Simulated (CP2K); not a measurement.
Band structure of SiRu (P2_13, 8 atoms in the cell).

```xyz
8
Lattice="4.7985 0.0000 0.0000 0.0000 4.7985 0.0000 0.0000 0.0000 4.7985" Properties=species:S:1:pos:R:3 pbc="T T T"
Si     0.7794     1.6199     3.1786
Si     1.6199     3.1786     0.7794
Si     3.1786     0.7794     1.6199
Si     4.0192     4.0192     4.0192
Ru     4.1776     3.0202     1.7783
Ru     3.0202     1.7783     4.1776
Ru     1.7783     4.1776     3.0202
Ru     0.6210     0.6210     0.6210
```

Method of the run: CP2K with PBE, GPW, DZVP-MOLOPT-SR-GTH basis, GTH-PBE potentials (GTH_POTENTIALS).

Settings: CUTOFF = 500 Ry; REL_CUTOFF = 40 Ry; SMEAR/METHOD = FERMI_DIRAC; ELECTRONIC_TEMPERATURE = 232.09 K; KPOINTS/SCHEME = MONKHORST-PACK 6 6 6; GAMMA_CENTERED = T; XC_FUNCTIONAL = PBE; Si/BASIS_SET = DZVP-MOLOPT-SR-GTH-q4; Si/POTENTIAL = GTH-PBE-q4; Ru/BASIS_SET = DZVP-MOLOPT-SR-GTH-q16; Ru/POTENTIAL = GTH-PBE-q16; METHOD = GPW; EPS_DEFAULT = 1e-10; EXTRAPOLATION = USE_GUESS.

The starting cell comes from a database of computed structures (which also holds hypothetical and non-ambient phases and stackings), without a prior relaxation at this level. Its lattice was rescaled by a random factor within 2.5 % of one. Spin polarisation is off. Values carry the incompleteness of an atom-centred basis.

Problem. Predict the gap along the standard path and the places of the band edges.

Solution. The gap along the path is 0.23 eV, from a point between Γ and X to a point between M and Γ; the smallest direct gap on it is 0.33 eV.

Levels in eV from the top of the valence band on the SCF mesh, bands 37 to 41:
| point | 37 | 38 | 39 | 40 | 41 |
|---|---|---|---|---|---|
| Γ | -0.42 | -0.42 | -0.21 | -0.21 | 0.97 |
| X | -0.76 | -0.76 | -0.09 | -0.09 | 0.32 |
| M | -1.51 | -1.51 | -0.72 | -0.72 | 1.02 |
| R | -0.94 | -0.94 | -0.94 | -0.94 | 0.70 |

Higher empty bands are left out: an atom-centred basis made for the valence describes them poorly.
